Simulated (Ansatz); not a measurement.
Nb: response to strain

Consider Nb in the bcc (W type) structure (space group Im-3m, No. 229; a = 3.3045 Å; relaxed with 0.1 eV smearing). Axes: x, y, z lie along the cube axes.

Strains are applied to the cell and any free atomic positions relax.

Level of theory: r2SCAN in Ansatz (plane waves to 500 eV, PAW, without spin-orbit coupling).

Notes on the quantities. energy relative to the base: free energy F; pressure: mean of the normal stresses, compression positive.

```
case                            energy relative to the base  shortest interatomic distance  pressure
------------------------------  ---------------------------  -----------------------------  --------
base                                             0 meV/atom                        2.862 Å   0.0 GPa
uniaxial strain ε_zz = +0.50 %                +0.4 meV/atom                        2.867 Å  -0.9 GPa
uniaxial strain ε_zz = +1.00 %                +1.4 meV/atom                        2.871 Å  -1.7 GPa
uniaxial strain ε_zz = +1.50 %                +3.1 meV/atom                        2.876 Å  -2.5 GPa
uniaxial strain ε_zz = +2.00 %                +5.5 meV/atom                        2.881 Å  -3.3 GPa
uniaxial strain ε_zz = +2.50 %                +8.5 meV/atom                        2.886 Å  -4.1 GPa
uniaxial strain ε_zz = +3.00 %                 +12 meV/atom                        2.891 Å  -4.8 GPa
```

Whether these cells are dynamically stable was not tested. All final runs are without spin polarisation.

Ansatz is a first-principles code.
